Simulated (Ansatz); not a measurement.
The parent structure is ZnSe in the zinc blende structure (space group F-43m, No. 216; a = 5.6333 Å).

Level of theory: PBEsol, PAW, 420 eV (Ansatz, a quantum-chemistry and plane-wave program; no spin-orbit coupling).

For the base:

* **Band gap**: 1.24 eV
* **Width of the top valence band**: 2.79 eV

Modification: every lattice vector is stretched by 1.00 %, atoms relaxed at fixed cell.

Question: What does the calculation give for the band gap after the change?

Answer: The band gap falls by 0.12 eV, from 1.24 eV to 1.12 eV.

Question: How does this affect the width of the top valence band?

Answer: The width of the top valence band shrinks by 0.14 eV (2.79 eV → 2.65 eV).

The cells carry an imposed strain or load. Stability against distortions was not tested.
